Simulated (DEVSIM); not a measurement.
Device: Ru/La2O3/p-Si capacitor, at 300 K.

| layer (left to right) | material | thickness (nm) | Na (cm⁻³) |
|---|---|---|---|
| 1 | La2O3 | 4.50 | - |
| 2 | Si | 1700 | 1.1e17 |

Metal gate on the left, work function 4.7 eV. Fixed charge at the semiconductor interface -1.5e11 cm⁻² (in units of +e); no interface traps.

This is a model device: material constants are rounded textbook-type values typed into the input, and sizes, dopings and lifetimes were drawn at random. Values at 300 K.

| parameter | La2O3 | Si |
|---|---|---|
| gap (eV) | 5.8 | 1.124 |
| affinity (eV) | 1.8 | 4.05 |
| permittivity | 27 | 11.7 |
| Nc (cm⁻³) | - | 2.86e19 |
| Nv (cm⁻³) | - | 3.1e19 |

Model (solved in DEVSIM): 1D Poisson equation in equilibrium, Boltzmann statistics, complete ionisation; no quantum confinement or tunnelling. Metal contacts follow the ideal Schottky-Mott rule: no Fermi-level pinning, no interface dipoles.

The substrate doping was swept, all else fixed.

```csv
substrate doping (cm^-3),flat-band voltage (V),minimum of the low-frequency capacitance (μF/cm²),threshold voltage (band bending 2φF) (V)
5.5e15,-0.25,0.0297,0.44
1.1e16,-0.26,0.0412,0.46
2.2e16,-0.28,0.0549,0.48
5.5e16,-0.31,0.0829,0.52
1.1e17,-0.32,0.115,0.54
2.2e17,-0.34,0.158,0.58
```

From the first row to the last the flat-band voltage goes from -0.25 to -0.34. From the first row to the last the minimum of the low-frequency capacitance goes from 0.0297 to 0.158.
